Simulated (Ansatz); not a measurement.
Levels about the gap of amorphous In24O39Y2 (65 atoms in a cell of 923 Å³, 6.40 g/cm³; zone centre alone, so wide bands show as single levels with stretches between that a denser mesh fills), at the geometry that PBE relaxed, where it gives 0.1 GPa on a denser mesh. The participation number counts the atoms over which a state spreads; weights are charges in smoothed Voronoi cells. The levels come from a single point, so bond lengths are those of that geometry. Method of the levels: PBE, scalar-relativistic without spin-orbit coupling (Ansatz, a first-principles code). Sampling: the zone centre alone; Fermi-Dirac width 0.02 eV; no spin polarisation. At PBE the levels at the filled edge of the gap are localised (band-tail or defect states).

Preparation: random packing, a CHGNet melt and quench, and a DFT relaxation. O atoms were pushed apart under 1.9 Å during the dynamics, to hinder bonds among them. The hot cell started wider than the set density and was brought back towards it in steps. It is the lowest in DFT energy of 2 quenches. It is a model cell: composition and starting density were chosen by hand, and all elements were melted together. No dispersion term was used. Its density started from a set value of 6.39 and ended at 6.40 g/cm³. Cooling (nominally 280 K/ps over its main leg) ran many orders faster than in experiment, which tends to leave more defects and strain. One small periodic cell is one sample of the glass; other quenches scatter about these values. Volume and shape were free in the relaxation.

```
E - E(highest filled), eV  filling  participation number        largest on  weight O  weight In  weight Y
-------------------------  -------  --------------------  ----------------  --------  ---------  --------
-0.30                       filled                  13.4   O, 3 neighbours      0.93       0.06      0.01
-0.21                       filled                  15.4   O, 3 neighbours      0.95       0.04      0.01
-0.17                       filled                  11.9   O, 3 neighbours      0.94       0.05      0.00
-0.14                       filled                  12.8   O, 3 neighbours      0.95       0.05      0.01
-0.11                       filled                  11.9   O, 3 neighbours      0.95       0.04      0.01
-0.02                       filled                   6.1   O, 3 neighbours      0.95       0.04      0.00
0.00                        filled                   9.5   O, 3 neighbours      0.94       0.05      0.01
0.63                         empty                  61.6  In, 5 neighbours      0.58       0.40      0.02
3.18                         empty                  39.2  In, 5 neighbours      0.62       0.38      0.01
3.36                         empty                  33.6  In, 5 neighbours      0.61       0.38      0.01
3.43                         empty                  30.7  In, 5 neighbours      0.61       0.38      0.01
3.68                         empty                  42.5  In, 6 neighbours      0.61       0.38      0.01
3.77                         empty                  43.7  In, 6 neighbours      0.61       0.38      0.01
3.83                         empty                  42.2  In, 5 neighbours      0.62       0.37      0.01
```

Most localised among these is the filled level at -0.02 eV, on a O atom, which has 3 neighbours (In 2.11 Å, In 2.14 Å, Y 2.22 Å).
